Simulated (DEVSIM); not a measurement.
Structure: abrupt GaAs n-p junction, at 300 K.

Layer 1 from the left is GaAs, thickness (μm) 4.10, Nd (cm⁻³) 1.1e15, τn (s) 6.3e-9, τp (s) 6.3e-9. Layer 2 from the left is GaAs, thickness (μm) 0.820, Na (cm⁻³) 3.6e17, τn (s) 6.3e-9, τp (s) 6.3e-9.

Left contact: ohmic. Right contact: ohmic. Voltage is applied to the left contact. Recombination: SRH at mid-gap, Auger. Mobility is constant in doping.

This is a model device: material constants are rounded textbook-type values typed into the input, and sizes, dopings and lifetimes were drawn at random. Values at 300 K.

GaAs: gap (eV) 1.424, affinity (eV) 4.07, permittivity 12.9, Nc (cm⁻³) 4.7e17, Nv (cm⁻³) 9e18, μn (cm²/Vs) 8500, μp (cm²/Vs) 400, Cn (cm⁶/s) 1e-30, Cp (cm⁶/s) 1e-30.

Q: Estimate by hand the built-in potential, the peak field at zero bias, the capacitance at 2 V, and compare with a numerical solution.

A: 
- Built-in potential: ni = √(Nc Nv) exp(−Eg/2kT) = 2250000 cm⁻³ with Eg = 1.424 eV; Vbi = kT/q ln(Na Nd/ni²) = 1.184 V; numerical 1.184 V.
- Peak field at zero bias: depletion approximation: W = √(2εVbi/(qN)) = 1.24 μm with N = 1.10e15 cm⁻³; field = 2Vbi/W = 19100 V/cm; numerical 34500 V/cm (estimate below by 45 %).
- Capacitance at 2 V: C = √(qεN / 2(Vbi + |V|)) = 5.61 nF/cm²; numerical 5.68 nF/cm² (estimate below by 1.2 %).

DEVSIM, 1D drift-diffusion, Boltzmann statistics, complete ionisation; no tunnelling, impact ionisation, image-force lowering or self-heating.
